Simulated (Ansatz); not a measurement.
Take ZrS2 in the CdI2 type structure (space group P-3m1, No. 164; a = 3.6348 Å, c = 5.7196 Å; layered, stacked along the Cartesian z axis) as the base.

Computed with PBE-D3(BJ) (Ansatz, a quantum-chemistry and plane-wave program; PAW; 420 eV plane waves; spin-orbit coupling left out).

For the base:

```
Item                            Result
-----------------------------  -------
Width of the top valence band  2.07 eV
Band gap                       0.66 eV
```

One thing is altered: the cell is scaled by 1.0200 in all directions, atoms relaxed at fixed cell.

How does this affect the energy relative to the base, largest internal atomic displacement, width of the top valence band and band gap?

The energy grows by 10 meV/atom; the largest internal atomic displacement is 0.059 Å; the width of the top valence band shrinks by 0.17 eV to 1.90 eV; the band gap goes up by 0.25 eV to 0.91 eV.

The cells carry an imposed strain or load. Stability against distortions was not tested.
